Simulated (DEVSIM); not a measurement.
# abrupt Si n-p junction

Device: abrupt Si n-p junction, at 300 K.

```csv
layer (left to right),material,thickness (μm),Nd (cm⁻³),Na (cm⁻³),τn (s),τp (s)
1,Si,8.70,1.9e17,-,1.4e-7,1.4e-7
2,Si,0.640,-,2.6e17,1.4e-7,1.4e-7
```

Left contact: ohmic. Right contact: ohmic. Voltage is applied to the left contact. Recombination: SRH at mid-gap. Mobility is μmin + (μ − μmin)/(1 + (N/Nref)^α).

Constants are typed, rounded textbook-type inputs, not results; the design itself was drawn at random and stands for no fabricated device. Values at 300 K.

```tsv
parameter	Si
gap (eV)	1.124
affinity (eV)	4.05
permittivity	11.7
Nc (cm⁻³)	2.86e19
Nv (cm⁻³)	3.1e19
μn (cm²/Vs)	1417
μp (cm²/Vs)	470
μn,min	52
μp,min	45
Nref,n	9.7e16
Nref,p	2.2e17
αn	0.68
αp	0.72
```

Model (solved in DEVSIM): 1D drift-diffusion, Boltzmann statistics, complete ionisation; no tunnelling, impact ionisation, image-force lowering or self-heating.

- Potential step across the device at zero bias: 0.871 V
- Largest field in the device at zero bias: 170000 V/cm
- Dark forward voltage at 1 A/cm²: 0.642 V
- Dark forward voltage at 100 A/cm²: 0.768 V

Dark forward current:

| V (V) | J (A/cm²) |
|---|---|
| -0.05 | -6.3e-9 |
| -0.10 | -2.3e-8 |
| -0.15 | -6.9e-8 |
| -0.20 | -2.2e-7 |
| -0.25 | -7.6e-7 |
| -0.30 | -3.2e-6 |
| -0.35 | -1.6e-5 |
| -0.40 | -9.8e-5 |
| -0.45 | -0.00063 |
| -0.50 | -0.0042 |
| -0.55 | -0.029 |
| -0.60 | -0.20 |
| -0.65 | -1.4 |
| -0.70 | -9.2 |
| -0.75 | -58 |
| -0.80 | -270 |
| -0.85 | -810 |
| -0.90 | -1700 |
| -0.95 | -2900 |

Small-signal capacitance in reverse bias (quasi-static):

```json
[
 {"V (V)": "0.1", "C (nF/cm²)": "99.6"},
 {"V (V)": "0.25", "C (nF/cm²)": "92.3"},
 {"V (V)": "0.5", "C (nF/cm²)": "83.1"},
 {"V (V)": "0.75", "C (nF/cm²)": "76.2"},
 {"V (V)": "1", "C (nF/cm²)": "70.8"}
]
```
